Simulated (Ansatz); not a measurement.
**Point defect Ti_Al in metastable zinc-blende AlN**

Method: PBE, PAW (plane waves to 420 eV; Ansatz, an electronic-structure program). Cell: 64 sites, 2×2×2; final energies on a 2×2×2 shifted mesh. Site at the start: the Al site. Finite-size correction: monopole term and site-potential alignment. Dielectric constants: PBE linear response of the host. Host gap at this level: 3.31 eV. Finite-size and sampling errors can reach tenths of an eV here. PBE underestimates the host's gap, which shifts levels and can delocalise carriers. Spin–orbit coupling is left out, and no Hubbard U is applied to the open shells. Each state is the lowest found from its start.

Formation energies E_f are given with the Fermi level at the valence-band maximum. Chemical conditions: Al-rich (Δμ(Al) = 0.00 eV, Δμ(Ti) = -1.58 eV, bounded by TiAl3 (I4/mmm); only phases computed here count, gases as isolated molecules at 0 K); N-rich (Δμ(Al) = -2.69 eV, Δμ(Ti) = -3.43 eV, bounded by rock-salt TiN; only phases computed here count, gases as isolated molecules at 0 K). Reference phases: Al: fcc Al, Ti: hcp Ti.

| charge | moment (μB) | largest move off a lattice site (Å) | image correction with alignment (eV) | E_f, Al-rich (eV) | E_f, N-rich (eV) | above the lowest spin state (eV) |
|---|---|---|---|---|---|---|
| +2† | 0.9 | 0.03 | 1.13 | – | – | 0.00 |
| +1 | not spin-polarised | 0.04 | 0.42 | -0.03 | -0.88 | 0.00 |
| 0† | 1.0 | 0.12 | 0.00 | 3.19 | 2.34 | 0.00 |
| −1† | 2.0 | 0.16 | 0.02 | – | – | 0.00 |
| −1* | not spin-polarised | 0.18 | – | – | – | 0.18 |

* At this level the carrier isn't localised at the defect: . Such a state is shallow or no state of the defect, and this cell gives it no level.

† Not settled in this cell, so no level is given: charge +2: a level filled in part, carriers not clearly localised, level within 0.1 eV of a band edge or past it; charge 0: carriers not clearly localised, level within 0.1 eV of a band edge or past it; charge −1: carriers not clearly localised, level within 0.1 eV of a band edge or past it.
